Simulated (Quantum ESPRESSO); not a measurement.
Troubleshooting Quantum ESPRESSO: a failed run on HfB2 (P6/mmm, 3 atoms in the cell). The aim is a self-consistent single point with DFT, PBE, plane waves, PSlibrary ultrasoft (PBE) pseudopotentials.

The input file:

```fortran
&CONTROL
 calculation = 'scf',
 prefix = 'hfb2',
 outdir = './work',
 pseudo_dir = './',
 tprnfor = .true.,
 tstress = .true.,
/
&SYSTEM
 ibrav = 0,
 celldm(1) = 5.8340681813,
 nat = 3,
 ntyp = 2,
 ecutwfc = 55,
 ecutrho = 385,
 occupations = 'smearing',
 smearing = 'methfessel-paxton',
 degauss = 0.0147,
/
&ELECTRONS
 conv_thr = 1.0d-10,
/
ATOMIC_SPECIES
Hf   178.4900  Hf.pbe-spn-rrkjus_psl.1.0.0.UPF
B     10.8100  B.pbe-n-rrkjus_psl.1.0.0.UPF
ATOMIC_POSITIONS {cartesian}
Hf    0.0000000000    0.0000000000    0.0000000000
B     0.0000000000    1.7824280413    1.7143805000
B     1.5436279642    0.8912140207    1.7143805000
K_POINTS {automatic}
10 10 8  0 0 0
CELL_PARAMETERS {alat}
   1.0000000000     0.0000000000     0.0000000000
  -0.5000000000     0.8660254038     0.0000000000
   0.0000000000     0.0000000000     1.1106176746
```

Output (repeated stretches shortened):

```
     This program is part of the open-source Quantum ESPRESSO suite
     for quantum simulation of materials; please cite

 %%%%%%%%%%%%%%%%%%%%%%%%%%%%%%%%%%%%%%%%%%%%%%%%%%%%%%%%%%%%%%%%%%%%%%%%%%%%%%
     Error in routine read_cards (1):
     unknown option for ATOMIC_POSITION: ATOMIC_POSITIONS {CARTESIAN}
 %%%%%%%%%%%%%%%%%%%%%%%%%%%%%%%%%%%%%%%%%%%%%%%%%%%%%%%%%%%%%%%%%%%%%%%%%%%%%%

     stopping ...
```

Question: From the messages shown, name the fault and mend the input.

Answer: The fault is a value that the program does not know. The key takes a closed list of words, and names differ between codes. To fix it, use one of the words that the key accepts. The program stopped before any SCF iteration.

The sound input it was made from differs as follows (other fixes are possible):
```diff
-ATOMIC_POSITIONS {cartesian}
+ATOMIC_POSITIONS {angstrom}
```

With that input, the run converged in 10 iterations: free energy E − TS -1873.8573 eV; Fermi level (on the code's own zero) 17.23 eV; pressure 13.01 GPa (DFT, PBE, plane waves, PSlibrary ultrasoft (PBE) pseudopotentials).

On the sound input: the starting cell comes from a database of computed structures (which also holds hypothetical and non-ambient phases and stackings), without a prior relaxation at this level. Its lattice was rescaled by a random factor within 2.5 % of one. With a pressure of about 13 GPa the cell is away from its equilibrium volume at this level.
